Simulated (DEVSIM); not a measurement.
Device: abrupt GaSb p-n junction, at 250 K.

Layer 1 from the left is GaSb, thickness (μm) 0.130, Na (cm⁻³) 8.9e16, τn (s) 1.6e-8, τp (s) 1.6e-8. Layer 2 from the left is GaSb, thickness (μm) 12.0, Nd (cm⁻³) 4.7e16, τn (s) 1.6e-8, τp (s) 1.6e-8.

Left contact: ohmic. Right contact: ohmic. Voltage is applied to the left contact. Recombination: SRH at mid-gap, Auger. Mobility is μmin + (μ − μmin)/(1 + (N/Nref)^α).

The device is made up for the run: typed textbook-type constants, with dimensions and the other settings drawn at random. Values at 300 K; Nc and Nv go as T^1.5, mobilities as T to minus their exponent, the gap by Varshni's rule with the affinity fixed.

GaSb: gap (eV) 0.726, affinity (eV) 4.06, permittivity 15.7, Nc (cm⁻³) 2.1e17, Nv (cm⁻³) 1.8e19, μn (cm²/Vs) 5000, μp (cm²/Vs) 850, μn,min 1000, μp,min 190, Nref,n 2.8e17, Nref,p 9e17, αn 1.05, αp 0.65, T exponent of μn 2, T exponent of μp 1.7, Cn (cm⁶/s) 5e-30, Cp (cm⁶/s) 5e-30, Varshni α (eV/K) 0.00042, Varshni β (K) 140.

Simulated with DEVSIM: 1D drift-diffusion, Boltzmann statistics, complete ionisation; no tunnelling, impact ionisation, image-force lowering or self-heating.

Dark forward current:

```tsv
|V| (V)	|J| (A/cm²)
0.05	1.354e-6
0.10	9.731e-6
0.15	7.686e-5
0.20	0.0006834
0.25	0.006434
0.30	0.06188
0.35	0.5984
0.40	5.755
0.45	52.57
0.50	357.0
0.55	1256
0.60	2664
```

Q: Work out the local ideality factor n = ΔV / (kT/q · ln(J2/J1)) between the rows 0.10 and 0.15 V, 0.30 and 0.35 V, 0.55 and 0.60 V.

A: kT/q = 21.54 mV. From 0.10 to 0.15 V: ln(7.686e-5/9.731e-6) = 2.067, n = 1.12. From 0.30 to 0.35 V: ln(0.5984/0.06188) = 2.269, n = 1.02, near the 1 of diffusion or emission over a barrier. From 0.55 to 0.60 V: ln(2664/1256) = 0.752, n = 3.09; the layers' resistance at their doping, Σ W/(qμN) = 2.6e-5 Ω cm², would take 36 mV of this step of 50 mV.

Q: Estimate the current at 0.30 V from the Shockley equation with J0 = Σ q ni² D/(N L) coth(W/L), τ joining the SRH, radiative and Auger lifetimes that are on, and W taken as the whole layer.

A: ni² = 2.12e21 cm⁻⁶; electrons in the p layer: μ = 5870 cm²/Vs, D = 126 cm²/s, τ = 1.60e-8 s, L = 14.2 μm, W/L = 0.0091, term 3.72e-8 A/cm²; holes in the n layer: μ = 1040 cm²/Vs, D = 22.5 cm²/s, τ = 1.60e-8 s, L = 6.00 μm, W/L = 2.0, term 2.82e-10 A/cm². J0 = 3.75e-8 A/cm², and J = J0 exp(qV/kT) = 0.0419 A/cm². The simulation gives 0.0619 A/cm²; the estimate lies 32 % below. The estimate leaves out recombination in the depletion region and that region's share of W.
